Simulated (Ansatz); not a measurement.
An Ansatz (a program for electronic structure) run: HfO2; DFT with r2SCAN, PAW potentials and a 500 eV plane-wave cutoff in Ansatz, no spin-orbit coupling.

Input:

Ansatz 0.2 input:
```yaml
crystal:
  lattice:
    - [0, 2.5292333226, 2.5292333226]
    - [2.5292333226, 0, 2.5292333226]
    - [2.5292333226, 2.5292333226, 0]
  atoms:
    - { symbol: Hf, position: [0, 0, 0] }
    - { symbol: O, position: [0.25, 0.25, 0.25] }
    - { symbol: O, position: [0.75, 0.75, 0.75] }
basis: { ecutwfc: 500, ecutrho_ratio: 4, xc_grid: 4, fft_grid_basis: typed }
kpoints: { mp_grid: { grid: [11, 11, 11] } }
hamiltonian:
  xc: r2scan
  dispersion: none
  pseudopotentials: { kind: paw }
scf: { occupations: { method: fermi_dirac, width: 0.05 }, convergence: { dr2_threshold: 0.0000000003 } }
output: { forces: true, stress: true }
```

Output (explanatory and most iteration lines left out):

```
Pseudopotential: Hf, paw, valence charge 26
Pseudopotential: O, paw, valence charge 6
Crystal: 3 atoms, lattice volume = 32.359 Å³
Basis set: ecut = 500 eV, 869 PW (Γ), exchange–correlation on 108×108×108 points (64 copies of the dense FFT grid, shifted against one another)
Bands: 23, of which v1, the nominal top of the filled ones, is band 19 counted from 1 (18 counted from 0)
Symmetry: 48 space group operations
Space group: Fm-3m (ITA 225), of the structure as read, at distance tolerance 3.2e-5 Å
k-points: 56 of 1331
Functional: x = r2scan, c = r2scan; τ floored in thin density (d = 2e-4 eV/Å³)
SCF iter   1: F=—  HF=-16876.128796 eV  |F-HF|=—  |Δ(HF+E_count)|=         —  Δρ=1.18e-2  dr2=4.09e-2  dr2_τ=2.27e-1  ethr=1.77e-3  ⟨swp⟩=5.0  Hψ=4809  notcnv=0
SCF iter   2: F=—  HF=-16876.190275 eV  |F-HF|=—  |Δ(HF+E_count)|=   6.15e-2  Δρ=6.09e-3  dr2=3.59e-3  dr2_τ=2.47e-3  ethr=1.08e-4  ⟨swp⟩=2.1  Hψ=3028  notcnv=0
SCF 1 converged in 9 iterations: F = -16876.190589 eV  dr2 = 4.14e-11
SCF converged after 9 iterations
Free energy (F): -16876.190589 eV
Internal energy: -16876.190589 eV  (E = F + TS)
E sigma→0 (E₀):  -16876.190589 eV
Fermi energy:    17.999083 eV
--- Forces (eV/Å), atoms counted from 1 ---
  atom   1  Hf    -0.00000000     0.00000000     0.00000000
  atom   2  O      0.00000000    -0.00000000     0.00000000
  atom   3  O      0.00000000    -0.00000000     0.00000000
--- Stress (GPa, compression-positive) ---
       -0.001694       0.000000       0.000000
        0.000000      -0.001694      -0.000000
        0.000000       0.000000      -0.001694
  P = ⅓ Tr σ = -0.0017 GPa (-0.017 kbar)
```

With Hf present, leaving out spin-orbit coupling can change the band edges. No phonon test of stability was made. The cell is HfO2 in the fluorite structure (space group Fm-3m, No. 225). This is not the structure that HfO2 has at room temperature and ambient pressure.
